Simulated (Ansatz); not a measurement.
Ansatz (a program for electronic structure) run on RbBi₂ (R3m, 6 atoms in the cell): relaxation of the atoms.

Method: LDA (PW92), default PAW files made with PBE (plane waves; Ansatz).

The change in words: one atom moved by 0.15 angstrom; relax: default → atoms; relax.f_tol: default → 0.2 eV/Å. Reference geometry:
```
CELL_PARAMETERS angstrom
      0.00000     4.78699     4.78699
      4.78699     0.00000     4.78699
      4.78699     4.78699     0.00000
ATOMIC_POSITIONS crystal
  Rb 0.50000 0.50000 0.50000
  Rb 0.75000 0.75000 0.75000
  Bi 0.62500 0.12500 0.12500
  Bi 0.12500 0.12500 0.62500
  Bi 0.12500 0.62500 0.12500
  Bi 0.12500 0.12500 0.12500
```

Reference input (self-consistent single point, DFT, LDA (PW92), plane waves, default PAW files made with PBE): basis.ecutwfc = 30.9 Ry; kpoints.mp_grid.grid = 6 6 6; hamiltonian.xc = lda; hamiltonian.pseudopotentials = {kind: paw} (the program's default PAW files); scf.occupations.method = fermi_dirac; scf.occupations.width = 0.0073 Ry. This run's input differs from it in these lines:

```diff
@@ -7,3 +7,3 @@
   atoms:
-    - { symbol: Rb, position: [0.500000, 0.500000, 0.500000] }
+    - { symbol: Rb, position: [0.509046, 0.509046, 0.509046] }
     - { symbol: Rb, position: [0.750000, 0.750000, 0.750000] }
@@ -22,2 +22,4 @@
   occupations: { method: fermi_dirac, width: 0.0073 Ry }
+relax:
+  f_tol: 0.2
 output:
```

Log, with long lists cut:

```
   [... SCF lines of the steps left out ...]
relax step   1: F+E_penalty+E_count = -54687.26308559 eV  Δ(F+E_penalty+E_count) = +0.000e0 eV  max|allowed force component| = 1.060e-1 eV/Å  Δτ_max = 0.0000 Å  (6 SCF iters, dr2 threshold 1.00e-4 eV, accepted)
relax step   2: F+E_penalty+E_count = -54687.26308561 eV  Δ(F+E_penalty+E_count) = -1.944e-8 eV  max|allowed force component| = 1.060e-1 eV/Å  Δτ_max = 0.0000 Å  (2 SCF iters, accepted)
the relaxation is at rest under the 6 symmetry operations that the run kept from its start: a minimum is not shown …
Stability not checked: this state was not tested for a lower state beside it, because too few of the mixer's solves of this state at the end of the SCF gave a …
Free energy (F): -54687.263086 eV
Internal energy: -54687.250333 eV  (E = F + TS)
E sigma→0 (E₀):  -54687.256709 eV
Entropy (-TS):   -0.012753 eV (-2.126 meV/atom)
Fermi energy:    8.180431 eV
--- Forces (eV/Å), atoms counted from 1 ---
  atom   1  Rb    -0.10598236    -0.10598236    -0.10598236
   [... lines left out ...]
  F+E_penalty+E_count = -54687.26308561 eV   max|allowed force component| = 1.060e-1 eV/Å
  atoms:
    - { symbol: Rb, position: [0.509046, 0.509046, 0.509046] }
    - { symbol: Rb, position: [0.75, 0.75, 0.75] }
    - { symbol: Bi, position: [0.625, 0.125, 0.125] }
    - { symbol: Bi, position: [0.125, 0.125, 0.625] }
    - { symbol: Bi, position: [0.125, 0.625, 0.125] }
    - { symbol: Bi, position: [0.125, 0.125, 0.125] }
```

The run converged.  The full log also holds: “iter 4 did not close the SCF: its close was put off for the readings that it lacked (scf_convergence_deferred on its scf_iter line)”. The full log also holds: “iter 5 did not close the SCF: its close was put off for the readings that it lacked (scf_convergence_deferred on its scf_iter line)”.

Summary of the result:
| Quantity | Value |
|---|---|
| Free energy E − TS (on the zero of these files) | -54687.2631 eV |
| Fermi level (on the code's own zero) | 8.18 eV |
| Pressure | -1.98 GPa |
| Largest force (vector length) | 0.184 eV/Å |
| Relaxation steps | 2 |

The starting cell comes from a database of computed structures (which also holds hypothetical and non-ambient phases and stackings), without a prior relaxation at this level. Its lattice was rescaled by up to half a per cent. For this run, on top of that: one atom moved by 0.15 angstrom. The relaxation keeps the symmetry of its start, so its end need not be a minimum. Ansatz's pressure includes its estimate of the finite-basis (Pulay) stress.

Cost on one core of a shared machine: roughly 40 s.

Keys are those of Ansatz 0.2.
